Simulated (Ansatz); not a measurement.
## hypothetical P6_3/mmc HgI2 with two functionals, biaxial strain +3.47 %, plane normal [001], relaxed out of plane

Consider HgI2 in the 2H-MoS2 type structure (space group P6_3/mmc, No. 194; a = 4.166 Å, c = 14.183 Å; a hypothetical phase, not in the database extracts checked). Axes: x lies along a and z along c of the hexagonal cell.

(Cell as relaxed with PBE-D3(BJ).)

Levels (all Ansatz, an electronic-structure program, PAW): PBE-D3(BJ) (420 eV, no SOC); r2SCAN+rVV10 (500 eV, without spin-orbit coupling).

Each level relaxes its own structure.

| base | PBE-D3(BJ) | r2SCAN+rVV10 |
|---|---|---|
| volume per atom | 35.53 Å³ | 35.86 Å³ |
| lattice parameter a | 4.166 Å | 4.155 Å |
| band gap | 0.34 eV | 0.66 eV |

Perturbation: tensile biaxial strain of 3.47 % in the plane normal to [001], as in epitaxy on a mismatched substrate; the out-of-plane cell vector and the atoms relax.

| quantity | PBE-D3(BJ) | r2SCAN+rVV10 |
|---|---|---|
| band gap | 0.25 eV | [?] |
| mean in-plane stress (compression positive) | -1.9 GPa | [?] |
| shift of the gap caused by the change | -0.09 eV | [?] |

Predict the r2SCAN+rVV10 column.


- band gap, r2SCAN+rVV10: 0.57 eV
- mean in-plane stress (compression positive), r2SCAN+rVV10: -2.2 GPa
- shift of the gap caused by the change, r2SCAN+rVV10: -0.10 eV

PBE-D3(BJ)'s band gap lies 0.314 eV below r2SCAN+rVV10's; PBE-D3(BJ)'s in-plane stress lies 0.23 GPa above r2SCAN+rVV10's. Neither level is exact; r2SCAN+rVV10 is the comparison here, not a measurement.

Spin-orbit coupling, missing from the scalar runs, can matter with Hg and I. No phonon test of stability was made. The zero or small gap of HgI2 under biaxial strain +3.47 %, plane normal [001], relaxed out of plane can change with the level of theory.
